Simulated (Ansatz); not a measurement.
Base system: CdSe in the wurtzite structure (space group P6_3mc, No. 186).

```
CELL_PARAMETERS angstrom
      4.38279     0.00000     0.00000
     -2.19140     3.79561     0.00000
      0.00000     0.00000     7.15437
ATOMIC_POSITIONS crystal
  Cd 0.33333 0.66667 0.00013
  Cd 0.66667 0.33333 0.50013
  Se 0.33333 0.66667 0.37587
  Se 0.66667 0.33333 0.87587
```

Calculations: Ansatz (a program for electronic structure) PBE, no SOC.

Strains are applied to the cell and any free atomic positions relax.

One change was made to it. Results:

```tsv
quantity	base	after
pressure (mean of the normal stresses, compression positive)	0.00 GPa	3.86 GPa
band gap	0.54 eV	0.70 eV
valence-band top at Γ (three highest levels, from the VBM)	0.00, 0.00, -0.04 eV	0.00, 0.00, -0.05 eV
```

Question: What was done to the base?
(A) isotropic strain −0.60 %
(B) isotropic strain −1.80 %
(C) isotropic strain −2.40 %
(D) isotropic strain −1.20 %

Answer: C, isotropic strain −2.40 %. For comparison, the band gap in the other runs: isotropic strain −1.80 % gives 0.66 eV; isotropic strain −1.20 % gives 0.62 eV; isotropic strain −0.60 % gives 0.58 eV.

No phonon test of stability was made.
